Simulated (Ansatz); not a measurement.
## One base run on ZnPS₃ (C2/m, 10 atoms in the cell) and variants with one or two settings moved

```yaml
crystal:
  lattice:
    - [2.99307, -5.18378, 0.00000]
    - [2.99307, 5.18378, 0.00000]
    - [-1.97745, 0.00000, 7.19508]
  atoms:
    - { symbol: Zn, position: [0.66696, 0.33304, 0.00000] }
    - { symbol: Zn, position: [0.33304, 0.66696, 0.00000] }
    - { symbol: P, position: [0.94928, 0.94928, 0.84698] }
    - { symbol: P, position: [0.05072, 0.05072, 0.15302] }
    - { symbol: S, position: [0.59711, 0.92603, 0.77620] }
    - { symbol: S, position: [0.40289, 0.07397, 0.22380] }
    - { symbol: S, position: [0.07397, 0.40289, 0.22380] }
    - { symbol: S, position: [0.92603, 0.59711, 0.77620] }
    - { symbol: S, position: [0.74503, 0.74503, 0.22360] }
    - { symbol: S, position: [0.25497, 0.25497, 0.77640] }
```

Base run A: PBE0, default PAW files made with PBE (Ansatz, a quantum-chemistry and plane-wave program), self-consistent single point.

Its settings: basis.ecutwfc = 30.9 Ry; kpoints.mp_grid.grid = 3 3 2; hamiltonian.xc = pbe0; hamiltonian.pseudopotentials = {kind: paw} (the program's default PAW files); scf.occupations.method = fermi_dirac; scf.occupations.width = 0.0037 Ry.

The starting cell comes from a database of computed structures (which also holds hypothetical and non-ambient phases and stackings), without a prior relaxation at this level. Its lattice was rescaled by a random factor within 2.5 % of one. Ansatz's pressure includes its estimate of the finite-basis (Pulay) stress.

ΔF is the free energy per atom less that of run A. A dash stands where there is no value to compare (another energy zero or no entropy term, no result, no spin, no clean gap, or a mesh too coarse for one). Absolute energies have different zeros for different potentials, functionals, Hubbard and dispersion terms and are not compared across them.

Run A gave: pressure (GPa) -0.78; largest force (eV/Å) 0.171; gap on the mesh (eV) 3.859; k-points 8.

Runs:
- B: hamiltonian.xc: pbe0 → pbesol [PBEsol]
- C: hamiltonian.xc: pbe0 → hse06 [HSE06]
- D: kpoints.mp_grid.shift: default → 0 0 0.5
- E: scf.convergence.dr2_threshold: default (1e-07 eV) → 1e-08 eV
- F: scf.mixing.algorithm: default (the program chose MSR1) → msr1; scf.mixing.ndim: default → 20

What does run B change against A?

The pressure goes from -0.78 to -1.37 GPa, the largest force goes from 0.171 to 0.233 eV/Å and the gap on the mesh goes from 3.859 to 1.917 eV.

What does run C change against A?

The pressure goes from -0.78 to -0.66 GPa, the largest force goes from 0.171 to 0.157 eV/Å and the gap on the mesh goes from 3.859 to 3.158 eV.

What does run D change against A?

The free energy hardly moves (within 1 meV/atom), the pressure stays at -0.78 GPa, the largest force hardly changes (0.171 to 0.169 eV/Å) and the gap on the mesh goes from 3.859 to 4.036 eV.

| run | ΔF (meV/atom) | pressure (GPa) | largest force (eV/Å) | gap on the mesh (eV) | k-points |
|---|---|---|---|---|---|
| A | 0.00 | -0.78 | 0.171 | 3.859 | 8 |
| B | – | -1.37 | 0.233 | 1.917 | 8 |
| C | – | -0.66 | 0.157 | 3.158 | 8 |
| D | 0.04 | -0.78 | 0.169 | 4.036 | 6 |
| E | 0.00 | -0.78 | 0.171 | 3.859 | 8 |
| F | 0.00 | -0.78 | 0.171 | 3.859 | 8 |

Keys are those of Ansatz 0.2.
